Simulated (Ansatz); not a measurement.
Where the default PAW files enter, the runs use the earlier of Ansatz's two default sets.

By PBEsol, the system below comes out a metal.

Without scattering a metal conducts by its projected Fermi surface.

```xyz
6
Lattice="4.6654 0.0000 0.0000 -2.3147 4.0507 0.0000 1.1754 2.0254 4.2629" Properties=species:S:1:pos:R:3 pbc="T T T"
Ti     1.1754     2.0254     0.0000
Ti     0.0180     4.0507     2.1315
Si    -1.1799     3.3922     0.0000
Si     3.5307     0.6585     0.0000
Si     2.3733     2.6839     2.1315
Si     4.6428     1.3668     2.1315
```

Space group of this cell: Fddd. The cell is strained (lengths across the current scaled by 0.98, ions clamped); by PBEsol its mean pressure is 4.0 GPa.

The current flows along the normal of the first two printed cell vectors. No spin-orbit coupling; the value is a mean over 0.1 eV about the Fermi level.

**Question.** Give the ballistic conductance per area that PBEsol (Ansatz, a first-principles code) yields.

**Answer.** 0.54 × 10¹⁵ S/m² for both spins.
